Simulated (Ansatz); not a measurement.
Input:

End structure of the (110) surface of bcc Nb in its 1x1 cell, outermost plane spacing 2.34 Å in the ideal cut:

```xyz
5
Lattice="2.8673 0.0000 0.0000 -0.9558 2.7033 0.0000 0.0000 0.0000 25.5000" Properties=species:S:1:pos:R:3 pbc="T T T"
Nb     0.9558     1.3517     8.1658
Nb     0.0000     0.0000    10.4010
Nb     0.9558     1.3517    12.7500
Nb     0.0000     0.0000    15.0990
Nb     0.9558     1.3517    17.3342
```

Set-up: 5 atoms, 9.4 Å thick at the start (thin: gaps and levels are the slab's own); mesh 14x14x1; 0.1 eV smearing; dipole correction on; all atoms relaxed; start symmetry kept, larger cells not searched; no spin, no spin-orbit, no U.

Question: Estimate the work function of the top face that Ansatz (a program for electronic structure) with PBE returns for this input.

Answer: 4.50 eV

Question: Give the surface energy (mean of both faces) at the level PBE.

Answer: 2.08 J/m^2
